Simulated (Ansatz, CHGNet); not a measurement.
For SnSb2Te4 (R-3m, No. 166, 7 atoms in the cell; start mp-27947), the machine-learned potential CHGNet 0.3.0 (trained on PBE and PBE+U data) gives:

| Property | Result |
|---|---|
| equilibrium lattice constant a | 4.388 Å |
| lattice parameter c | 44.841 Å |
| enthalpy of formation | -0.401 eV/atom |

Question: What does PBEsol in Ansatz (PAW) give for the same quantities?

Answer: 
- lattice constant a: 4.321 Å (falls by 1.5 %)
- lattice parameter c: 40.725 Å (falls by 9.2 %)
- formation enthalpy: -0.166 eV/atom (moves by +0.235 eV/atom)

Changes are worked out from the printed values.

Unless a cell is named, each level is at its own relaxed cell (CHGNet 0.3.0 35.60, PBEsol 31.36 Å³/atom).

Levels without +SOC leave out spin–orbit coupling, which shifts energies and cells of such heavy elements.

Caveats: the energies of CHGNet 0.3.0 can hold anion corrections fitted to measured formation enthalpies (CHGNet 0.3.0); the relaxation could not lower the start's symmetry, so the cell can be a saddle point above a distorted one (CHGNet 0.3.0, PBEsol). Ansatz's density-functional and Hartree–Fock values are scalar-relativistic unless marked +SOC, with PAW data made under PBE.

A start named mp-… is a Materials Project structure, which need not be a measured phase.

Ansatz is a first-principles code.
